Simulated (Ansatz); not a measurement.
Output of an Ansatz run (abridged):

```
WARN ansatz: RAYON_NUM_THREADS=1 ignored (pool sized by the plan → 1); use --threads N
Pseudopotentials: kind: paw
Pseudopotential: Ag, paw, valence charge 19
Pseudopotential: Au, paw, valence charge 19
Crystal: 4 atoms, lattice volume = 68.897 Å³
Basis set: ecut = 420 eV, 1329 PW (Γ), exchange–correlation on 72×72×72 points (8 copies of the dense FFT grid, shifted against one another)
Bands: 46, of which v1, the nominal top of the filled ones, is band 38 counted from 1 (37 counted from 0)
Symmetry: 8 space group operations
Space group: I4mm (ITA 107), of the structure as read, at distance tolerance 4.1e-5 Å
k-points: 126 of 1331 (time reversal used)
PAW frozen core: Ag, regenerated for the run's functional, and the local potential with it
PAW frozen core: Au, regenerated for the run's functional, and the local potential with it
Initial density: superposition of atomic densities (neutral atoms: chi_scale 0, normalization atom), corrected by the library's trained network
Initial wavefunctions: pseudopotential atomic-orbital guess
Eigensolver: davidson
Functional: x = pbesol(κ = 0.804, μ = 0.12345679012345678), c = pbesol(β = 0.046)
SCF iter   1: F=—  HF=-35574.007447 eV  |F-HF|=—  |Δ(HF+E_count)|=         —  Δρ=9.50e-3  dr2=5.93e-2  ethr=1.77e-3  ⟨swp⟩=5.6  Hψ=18483  notcnv=0  defer=117
all-band conjugate gradients solve this SCF's bands
preconditioner: auto → Kerker (q_TF=auto, 2.773 Å⁻¹)
SCF iter   2: F=—  HF=-35573.993227 eV  |F-HF|=—  |Δ(HF+E_count)|=   1.42e-2  Δρ=2.59e-3  dr2=4.29e-3  ethr=7.80e-5  ⟨swp⟩=2.7  Hψ=10812  notcnv=0  defer=145
SCF iter   3: F=—  HF=-35573.992071 eV  |F-HF|=—  |Δ(HF+E_count)|=   1.16e-3  Δρ=1.04e-3  dr2=4.33e-4  ethr=5.65e-6  ⟨swp⟩=2.0  Hψ=7045  notcnv=0  defer=145
SCF iter   4: F=—  HF=-35573.992000 eV  |F-HF|=—  |Δ(HF+E_count)|=   7.06e-5  Δρ=1.79e-4  dr2=1.39e-5  ethr=5.69e-7  ⟨swp⟩=2.9  Hψ=10889  notcnv=0  defer=145
SCF iter   5: F=—  HF=-35573.991995 eV  |F-HF|=—  |Δ(HF+E_count)|=   5.79e-6  Δρ=5.27e-5  dr2=1.93e-6  ethr=1.83e-8  ⟨swp⟩=2.5  Hψ=10064  notcnv=0  defer=145
SCF iter   6: F=—  HF=-35573.991995 eV  |F-HF|=—  |Δ(HF+E_count)|=   7.30e-9  Δρ=1.99e-5  dr2=3.11e-7  ethr=2.54e-9  ⟨swp⟩=2.6  Hψ=9453  notcnv=0  defer=145
SCF iter   7: F=-35573.991994 eV  HF=-35573.991995 eV  |F-HF|=5.98e-8  |Δ(HF+E_count)|=   6.07e-8  Δρ=9.44e-6  dr2=7.11e-8  ethr=1.32e-10  ⟨swp⟩=8.7  Hψ=24055  notcnv=0
SCF 1 converged in 7 iterations: F = -35573.991994 eV  dr2 = 7.11e-8
SCF converged after 7 iterations
Free energy (F): -35573.991994 eV
Harris-Foulkes:  -35573.991995 eV  (|F-HF|=5.98e-8)
Internal energy: -35573.986507 eV  (E = F + TS)
E sigma→0 (E₀):  -35573.989251 eV
Entropy (-TS):   -0.005487 eV (-1.372 meV/atom)
Fermi energy:    17.754340 eV
--- Per-component energies (eV) ---
  E_band       = -936.336727
  E_kinetic    = 2185.295571
  E_local      = -8353.816282  (includes V_loc(G=0)·N_el)
  E_nonlocal   = 325.187126
  E_hartree    = 3740.600938
  E_xc         = -777.132208
  E_vxc        = -977.037238  (∫ρ·V_xc dr)
  E_paw        = -21069.308341  (= ΣΔE_a)
  E_vpaw       = -1597.170673  (= ΣTr[D̂ρ^β])
  E_aug_tail   = 0.002367  (compensation charges beyond the density's cutoff)
  E_ewald      = -11626.093374
  E_core_change = 1.277696  (= ΣΔE_core)
  E_smearing   = -0.005487  (= −TS)
  E_closure    = -0.000000  (closes the sum)
  Σ components = -35573.991994   (vs F -35573.991994, Δ=0.00e0)
--- Forces (eV/Å), atoms counted from 1 ---
  atom   1  Ag     0.00000000    -0.00000000     0.13196830
  atom   2  Ag    -0.00000000    -0.00000000     0.13196830
  atom   3  Ag     0.00000000    -0.00000000    -0.23670262
  atom   4  Au    -0.00000000     0.00000000    -0.02723532
  max |Σ_I F_I| component: 1.34e-6 eV/Å
--- Stress (GPa, compression-positive) ---
       -3.592904      -0.000000       0.000000
       -0.000000      -3.592904      -0.000000
        0.000000      -0.000000      -3.425698
  P = ⅓ Tr σ = -3.5372 GPa (-35.372 kbar)
  The stress holds the Pulay correction. Without it, at fixed plane waves, as pw.x and ABINIT print it: P = -3.5810 GPa
--- Band table (eV; the first three rows and the last of 126) ---
  k-point 0: bands = ["-87.6949", "-74.0736", "-74.0571", "-74.0524", "-39.0920", "-39.0853", "-39.0853", "-37.6253", "-37.6034", "-37.6034", "-37.5745", "-37.5745", "-37.5496", "-37.5164", "-37.5164", "-37.5161", "9.3942", "11.2645", "11.4385", [...]
  k-point 1: bands = ["-87.6949", "-74.0732", "-74.0571", "-74.0529", "-39.0919", "-39.0855", "-39.0850", "-37.6276", "-37.6001", "-37.5974", "-37.5779", "-37.5752", "-37.5462", "-37.5226", "-37.5173", "-37.5159", "9.5680", "11.3551", "11.5319", [...]
  k-point 2: bands = ["-87.6949", "-74.0719", "-74.0572", "-74.0540", "-39.0918", "-39.0860", "-39.0845", "-37.6323", "-37.5928", "-37.5891", "-37.5773", "-37.5768", "-37.5394", "-37.5383", "-37.5208", "-37.5148", "10.0617", "11.5528", "11.8446", [...]
  k-point 125: bands = ["-87.6949", "-74.0680", "-74.0625", "-74.0527", "-39.0897", "-39.0858", "-39.0857", "-37.6184", "-37.6182", "-37.5847", "-37.5647", "-37.5492", "-37.5465", "-37.5437", "-37.5288", "-37.5273", "11.0995", "11.2988", "11.4204", [...]
```

The structure:

```xyz
4
Lattice="-2.0533 2.0533 4.0853 2.0533 -2.0533 4.0853 2.0533 2.0533 -4.0853" Properties=species:S:1:pos:R:3 pbc="T T T"
Ag     0.0000     2.0533     2.0427
Ag     2.0533     0.0000     2.0427
Ag     0.0000     0.0000     4.1353
Au     0.0000     0.0000     0.0000
```

Question: Reconstruct the input of this run.

Answer: Other spellings and defaults could give the same log, and not every line can be read from it. The input that was run (DFT, PBEsol, plane waves, default PAW files made with PBE):

Ansatz 0.2 input:
```yaml
crystal:
  lattice:
    - [-2.053322, 2.053322, 4.085307]
    - [2.053322, -2.053322, 4.085307]
    - [2.053322, 2.053322, -4.085307]
  atoms:
    - { symbol: Ag, position_ang: [-0.000000, 2.053322, 2.042654] }
    - { symbol: Ag, position_ang: [2.053322, 0.000000, 2.042654] }
    - { symbol: Ag, position_ang: [0.000000, -0.000000, 4.135303] }
    - { symbol: Au, position_ang: [0.000000, 0.000000, 0.000000] }
basis:
  ecutwfc: 420.0
kpoints:
  mp_grid:
    grid: [11, 11, 11]
hamiltonian:
  xc: pbesol
  pseudopotentials:
    kind: paw
scf:
  occupations:
    method: gaussian
    width: 0.1
output:
  forces: true
  eigenvalues: true
  stress: true
```

The starting cell comes from a database of computed structures (which also holds hypothetical and non-ambient phases and stackings), without a prior relaxation at this level. Its lattice was rescaled by up to half a per cent. One atom was moved a little off its site on purpose. Spin-orbit coupling is off. With a pressure of about -4 GPa the cell is away from its equilibrium volume at this level. Ansatz's pressure includes its estimate of the finite-basis (Pulay) stress.

Ansatz is a first-principles code.
